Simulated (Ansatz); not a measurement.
Structures of equal composition on the (0001) surface of hcp Ru: a layer of W in place of the second plane; a layer of W in place of the third plane. The slabs share one bottom face, and each structure is named by its start. These are constructed structures in small cells; real faces may alloy, dewet or reconstruct in larger ones, and not all known structures of the face are among them. Slabs of about 11 Å, Fermi-Dirac smearing of 0.1 eV. Bottom of the slabs: a bare face, its two planes held. Relaxed from the named starts with such symmetry as they have, on meshes of like density; energies extrapolated to zero smearing; spin only where a row says so; no spin-orbit coupling, no U. Brackets mark spin-polarised runs, whose order is one that fits the cell.

All values below come from PBE (plane waves to 420 eV, PAW; Ansatz, a first-principles code).

**Question.** Order them by energy per 1x1 cell (lowest first) at the level PBE.

**Answer.** a layer of W in place of the second plane (0.000 eV), a layer of W in place of the third plane (0.297 eV)
